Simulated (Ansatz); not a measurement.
**Effect of pressure −1 GPa on GaN**

Start from GaN in the wurtzite structure (space group P6_3mc, No. 186; a = 3.183 Å, c = 5.184 Å).

Modification: hydrostatic tension (pressure −1 GPa).

Computed with Kohn–Sham DFT with the r2SCAN functional, run in Ansatz (a quantum-chemistry and plane-wave program) with PAW and 500 eV plane waves, scalar-relativistic without spin-orbit coupling, earlier PAW set. Γ-centred 12×12×7 mesh, Fermi–Dirac width 0.05 eV.

The volume per atom grows by 0.06 Å³, from 11.37 Å³ to 11.43 Å³ and the lattice parameter a rises by 0.0055 Å (3.183 Å → 3.189 Å). The c/a ratio is still 1.628 and the shortest interatomic distance goes up by 0.003 Å, from 1.946 Å to 1.949 Å. The enthalpy H = E + PV relative to the base's energy comes out as -0.07 eV/atom and the band gap falls by 0.036 eV (2.35 eV → 2.32 eV). The gap character stays direct at Γ and the width of the top valence band is nearly the same (2.85 eV against 2.83 eV). The electron mass is still 0.17 mₑ along c, 0.19 mₑ across (at Γ) and the valence-band top at Γ (three highest levels, from the VBM) stays 0.00, 0.00, -0.04 eV.

Cost of the whole job for the changed cell (relaxation, final SCF and bands): about 110 core-seconds (a rough figure).

Load acts through the strain it causes; cell and atoms are relaxed under it. Masses are band curvatures over ±0.01 Å⁻¹ around the edge. Stability against distortions was not tested.
